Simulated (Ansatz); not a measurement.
Base system: SrTiO₃ in the cubic perovskite structure (space group Pm-3m, No. 221; a = 3.891 Å). Axes: x, y, z lie along the cube axes.

Level of theory: PBEsol, PAW, 420 eV (Ansatz, a first-principles code; no spin-orbit coupling).

Before the change:

- Smallest direct gap = 2.19 eV
- Pressure = -0.01 GPa

The change: uniaxial strain ε_zz = −1.80 %, all other strain components held at zero, atoms relaxed at fixed cell.

How does this affect the smallest direct gap?

The smallest direct gap drops by 0.018 eV (2.19 eV → 2.18 eV).

What does the calculation give for the energy relative to the base after the change?

The energy grows by 4.4 meV/atom.

What happens to the pressure?

The pressure (mean of the normal stresses, compression positive) increases by 3.615 GPa (-0.01 GPa → 3.61 GPa).

Stability against distortions was not tested. All final runs are without spin polarisation. Many cubic perovskites are stable only at high temperature; tilts and polar distortions were not tested.
